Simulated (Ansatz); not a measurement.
Gap of a (12,0) black phosphorus nanotube at several levels, all on one geometry.

Levels: PBE (plane waves to 420 eV, PAW; Ansatz, an electronic-structure program); r2SCAN (plane waves to 500 eV, PAW; Ansatz); HSE06 in Ansatz. Unmarked values and the geometry are of the first. Mesh 1×1×10. No spin polarisation. It repeats along c; a and b span vacuum. A hypothetical model, rolled from the flat sheet. Symmetry and one short period hold its shape; lower forms weren't sought. HSE06 ran on a 1×1×6 mesh and at PBE's edge points.

```json
[
 {"level": "PBE", "gap (eV)": "0.58"},
 {"level": "r2SCAN", "gap (eV)": "0.71"},
 {"level": "HSE06", "gap (eV)": "?"}
]
```

Q: Complete the blanks.

A: 
- HSE06, gap (eV): 1.17
